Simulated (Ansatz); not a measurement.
The starting structures come from a database of crystals and need not be the phases stable at ambient conditions.

The decay constant κ of evanescent states in the gap governs leakage through a thin film.

```yaml
crystal:
  lattice:
    - [6.07331, -0.03190, -0.03054]
    - [0.55096, 6.89350, -0.02190]
    - [-2.97415, -1.72068, 7.44857]
  atoms:
    - { symbol: W, position: [0.86214, 0.24334, 0.78249] }
    - { symbol: W, position: [0.13786, 0.75666, 0.21751] }
    - { symbol: S, position: [0.68837, 0.96650, 0.70336] }
    - { symbol: S, position: [0.31163, 0.03350, 0.29664] }
    - { symbol: Cl, position: [0.12063, 0.65624, 0.91838] }
    - { symbol: Cl, position: [0.87937, 0.34376, 0.08162] }
    - { symbol: Cl, position: [0.45011, 0.54499, 0.28658] }
    - { symbol: Cl, position: [0.54989, 0.45501, 0.71342] }
    - { symbol: Cl, position: [0.07842, 0.73302, 0.47206] }
    - { symbol: Cl, position: [0.92158, 0.26698, 0.52794] }
    - { symbol: Cl, position: [0.74903, 0.84515, 0.10274] }
    - { symbol: Cl, position: [0.25097, 0.15485, 0.89726] }
```

Space group of this cell: P-1. The cell was relaxed by PBE-D3(BJ); by PBEsol its mean pressure is -0.9 GPa.

Transport runs along the normal of the first two printed cell vectors.

The gap is the functional's own. No spin-orbit coupling. Mid-gap values are interpolated on the energy grid.

Q: Estimate the band gap and the smallest decay constant κ at mid-gap that PBEsol run with Ansatz (a quantum-chemistry and plane-wave program) returns for this system.

A: Gap 1.70 eV on a 6×6×4 mesh; κ = 0.378 1/Å, at (-0.333, 0.167) of the in-plane reciprocal vectors. At the zone centre, at the nearest computed energy, the slowest state has κ = 0.44 1/Å.
